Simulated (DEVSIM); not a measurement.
Structure: Schottky contact on p-type GaAs, at 250 K.

| layer (left to right) | material | thickness (μm) | Na (cm⁻³) | τn (s) | τp (s) |
|---|---|---|---|---|---|
| 1 | GaAs | 1.20 | 8.8e15 | 2.7e-9 | 2.7e-9 |

Left contact: Schottky, work function 4.584 eV, emission velocity 3.7e6 cm/s. Right contact: ohmic. Voltage is applied to the left contact. Recombination: SRH at mid-gap, radiative, Auger. Mobility is μmin + (μ − μmin)/(1 + (N/Nref)^α).

This is a model device: material constants are rounded textbook-type values typed into the input, and sizes, dopings and lifetimes were drawn at random. Values at 300 K; Nc and Nv go as T^1.5, mobilities as T to minus their exponent, the gap by Varshni's rule with the affinity fixed.

| parameter | GaAs |
|---|---|
| gap (eV) | 1.424 |
| affinity (eV) | 4.07 |
| permittivity | 12.9 |
| Nc (cm⁻³) | 4.7e17 |
| Nv (cm⁻³) | 9e18 |
| μn (cm²/Vs) | 8500 |
| μp (cm²/Vs) | 400 |
| μn,min | 500 |
| μp,min | 20 |
| Nref,n | 6e16 |
| Nref,p | 1.5e17 |
| αn | 0.39 |
| αp | 0.38 |
| T exponent of μn | 2.1 |
| T exponent of μp | 2.2 |
| B (cm³/s) | 2e-10 |
| Cn (cm⁶/s) | 1e-30 |
| Cp (cm⁶/s) | 1e-30 |
| Varshni α (eV/K) | 0.000541 |
| Varshni β (K) | 204 |

DEVSIM, 1D drift-diffusion, Boltzmann statistics, complete ionisation; no tunnelling, impact ionisation, image-force lowering or self-heating. Metal contacts follow the ideal Schottky-Mott rule: no Fermi-level pinning, no interface dipoles.

Question: Tabulate band edges, carrier densities and field at 10.0 V on the left contact.

Answer: Energies count from the Fermi level of the right contact; mesh points crowd at the junctions.

```json
[
 {"x (μm)": "0.000", "Ec (eV)": "-9.486", "Ev (eV)": "-10.932", "n (cm⁻³)": "1.6e7", "p (cm⁻³)": "< 1e2", "field (V/cm)": "160000"},
 {"x (μm)": "0.007897", "Ec (eV)": "-9.357", "Ev (eV)": "-10.803", "n (cm⁻³)": "39000", "p (cm⁻³)": "< 1e2", "field (V/cm)": "160000"},
 {"x (μm)": "0.01828", "Ec (eV)": "-9.188", "Ev (eV)": "-10.634", "n (cm⁻³)": "< 1e2", "p (cm⁻³)": "< 1e2", "field (V/cm)": "160000"},
 {"x (μm)": "0.03422", "Ec (eV)": "-8.932", "Ev (eV)": "-10.378", "n (cm⁻³)": "< 1e2", "p (cm⁻³)": "< 1e2", "field (V/cm)": "160000"},
 {"x (μm)": "0.05926", "Ec (eV)": "-8.536", "Ev (eV)": "-9.982", "n (cm⁻³)": "< 1e2", "p (cm⁻³)": "< 1e2", "field (V/cm)": "160000"},
 {"x (μm)": "0.08584", "Ec (eV)": "-8.124", "Ev (eV)": "-9.570", "n (cm⁻³)": "< 1e2", "p (cm⁻³)": "< 1e2", "field (V/cm)": "150000"},
 {"x (μm)": "0.1266", "Ec (eV)": "-7.509", "Ev (eV)": "-8.955", "n (cm⁻³)": "< 1e2", "p (cm⁻³)": "< 1e2", "field (V/cm)": "150000"},
 {"x (μm)": "0.1907", "Ec (eV)": "-6.584", "Ev (eV)": "-8.030", "n (cm⁻³)": "< 1e2", "p (cm⁻³)": "< 1e2", "field (V/cm)": "140000"},
 {"x (μm)": "0.2701", "Ec (eV)": "-5.508", "Ev (eV)": "-6.955", "n (cm⁻³)": "< 1e2", "p (cm⁻³)": "< 1e2", "field (V/cm)": "130000"},
 {"x (μm)": "0.3631", "Ec (eV)": "-4.346", "Ev (eV)": "-5.793", "n (cm⁻³)": "< 1e2", "p (cm⁻³)": "< 1e2", "field (V/cm)": "120000"},
 {"x (μm)": "0.4855", "Ec (eV)": "-2.981", "Ev (eV)": "-4.427", "n (cm⁻³)": "< 1e2", "p (cm⁻³)": "< 1e2", "field (V/cm)": "100000"},
 {"x (μm)": "0.6906", "Ec (eV)": "-1.107", "Ev (eV)": "-2.553", "n (cm⁻³)": "< 1e2", "p (cm⁻³)": "< 1e2", "field (V/cm)": "79000"},
 {"x (μm)": "0.8187", "Ec (eV)": "-0.200", "Ev (eV)": "-1.646", "n (cm⁻³)": "< 1e2", "p (cm⁻³)": "< 1e2", "field (V/cm)": "63000"},
 {"x (μm)": "0.9161", "Ec (eV)": "0.354", "Ev (eV)": "-1.092", "n (cm⁻³)": "< 1e2", "p (cm⁻³)": "< 1e2", "field (V/cm)": "51000"},
 {"x (μm)": "1.016", "Ec (eV)": "0.802", "Ev (eV)": "-0.644", "n (cm⁻³)": "< 1e2", "p (cm⁻³)": "700000", "field (V/cm)": "39000"},
 {"x (μm)": "1.066", "Ec (eV)": "0.979", "Ev (eV)": "-0.467", "n (cm⁻³)": "< 1e2", "p (cm⁻³)": "2.6e9", "field (V/cm)": "32000"},
 {"x (μm)": "1.104", "Ec (eV)": "1.093", "Ev (eV)": "-0.353", "n (cm⁻³)": "< 1e2", "p (cm⁻³)": "5.2e11", "field (V/cm)": "28000"},
 {"x (μm)": "1.133", "Ec (eV)": "1.168", "Ev (eV)": "-0.278", "n (cm⁻³)": "< 1e2", "p (cm⁻³)": "1.7e13", "field (V/cm)": "24000"},
 {"x (μm)": "1.163", "Ec (eV)": "1.234", "Ev (eV)": "-0.212", "n (cm⁻³)": "< 1e2", "p (cm⁻³)": "3.6e14", "field (V/cm)": "20000"},
 {"x (μm)": "1.178", "Ec (eV)": "1.263", "Ev (eV)": "-0.183", "n (cm⁻³)": "< 1e2", "p (cm⁻³)": "1.4e15", "field (V/cm)": "19000"},
 {"x (μm)": "1.189", "Ec (eV)": "1.284", "Ev (eV)": "-0.162", "n (cm⁻³)": "< 1e2", "p (cm⁻³)": "3.7e15", "field (V/cm)": "18000"},
 {"x (μm)": "1.200", "Ec (eV)": "1.303", "Ev (eV)": "-0.143", "n (cm⁻³)": "< 1e2", "p (cm⁻³)": "8.8e15", "field (V/cm)": "17000"}
]
```
